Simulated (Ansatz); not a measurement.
Given:

```
SnSe2
1.0
    3.84018     0.00000     0.00000
   -1.92009     3.32569     0.00000
    0.00000     0.00000     6.06662
Sn Se
1 2
Direct
  0.00000   0.00000   0.00000
  0.33333   0.66667   0.26295
  0.66667   0.33333   0.73705
```

No spin polarisation.

The values are results of Ansatz (a first-principles code), PBE-D3(BJ), PAW, cutoff 420 eV, scalar-relativistic without spin-orbit coupling, not measurements. k-mesh 10×10×6 (Γ-centred); smearing 0.05 eV (Fermi–Dirac).

Q: Estimate the stress (xx, yy, zz, yz, xz, xy; compression positive).

A: (-0.17, -0.17, -0.29, 0.00, 0.00, 0.00) GPa.

Q: What space group does the calculation give?

A: P-3m1 (No. 164).

Q: Estimate the smallest direct gap.

A: 0.88 eV.

The cells carry an imposed strain or load. Stability against distortions was not tested. The cell was made from SnSe$_{2}$ in the CdI2 type structure (space group P-3m1, No. 164; layered, stacked along the Cartesian z axis) by this change: uniaxial strain ε_zz = +1.00 %.
